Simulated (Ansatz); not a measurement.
Take Ir in the fcc (Cu type) structure (space group Fm-3m, No. 225; a = 3.8311 Å; relaxed with 0.1 eV smearing) as the base. Axes: x, y, z lie along the cube axes.

All numbers come from plane-wave PAW DFT at the PBEsol level (Ansatz, a first-principles code, 420 eV), no spin-orbit coupling.

Strains are applied to the cell and any free atomic positions relax.

One change was made to it. Results:

The energy rises by 6.6 meV/atom; the shortest interatomic distance drops by 0.020 Å (2.709 Å → 2.689 Å).

### Question
What was done to the base?
A. uniaxial strain ε_zz = +3.00 %
B. uniaxial strain ε_zz = −2.50 %
C. uniaxial strain ε_zz = −1.50 %
D. uniaxial strain ε_zz = +1.00 %
E. uniaxial strain ε_zz = −3.00 %

### Answer
C, uniaxial strain ε_zz = −1.50 %. For comparison, the energy relative to the base in the other runs: uniaxial strain ε_zz = −2.50 % gives +19 meV/atom; uniaxial strain ε_zz = +1.00 % gives +2.8 meV/atom; uniaxial strain ε_zz = +3.00 % gives +24 meV/atom; uniaxial strain ε_zz = −3.00 % gives +27 meV/atom.

No phonon test of stability was made. The final runs are not spin-polarised.
